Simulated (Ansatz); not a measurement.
The reference is MgS in the rock salt structure (space group Fm-3m, No. 225; a = 5.1292 Å). Axes: x, y, z lie along the cube axes.

Method: Ansatz (a first-principles code) LDA, scalar-relativistic without spin-orbit coupling.

For the base:

| Item | Value |
|---|---|
| Band gap | 2.65 eV |

It is then changed as follows: uniaxial strain ε_zz = +2.50 %, all other strain components held at zero, atoms relaxed at fixed cell.

Task: What happens to the stress?

Result: The stress (xx, yy, zz, yz, xz, xy; compression positive) is (-1.02, -1.02, -3.53, 0.00, 0.00, 0.00) GPa.

Task: How does this affect the band gap?

Result: The band gap decreases by 0.16 eV, from 2.65 eV to 2.49 eV.

Task: How does this affect the energy relative to the base?

Result: The energy goes up by 4.9 meV/atom.

Whether these cells are dynamically stable was not tested.
